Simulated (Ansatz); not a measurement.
L1₀ (CuAu-type) TiAl, treated with PBEsol-D3(BJ) in Ansatz (PAW).

Total energies, extrapolated to zero smearing (they compare only within this program, potentials and cutoff):

```json
[
 {"system": "L1₀ (CuAu-type) TiAl, relaxed", "energy (eV/atom)": "-1500.1267"},
 {"system": "hcp Ti", "energy (eV/atom)": "-2474.5369"},
 {"system": "fcc Al", "energy (eV/atom)": "-524.8782"}
]
```

Task: Work out the formation enthalpy per atom.

Result: ΔH_f ≈ ΔE = -1500.1267 − [1 × (-2474.5369) + 1 × (-524.8782)]/2 = -0.419 eV/atom (0 K, no vibrations). The reference value is -0.38 eV/atom (measured, temperature not stated, not corrected to a static lattice; as tabulated in Zope and Mishin (2003), arXiv:cond-mat/0306298), a difference of -0.039 eV/atom.

The PAW data were made under PBE.

Ansatz is a first-principles code.
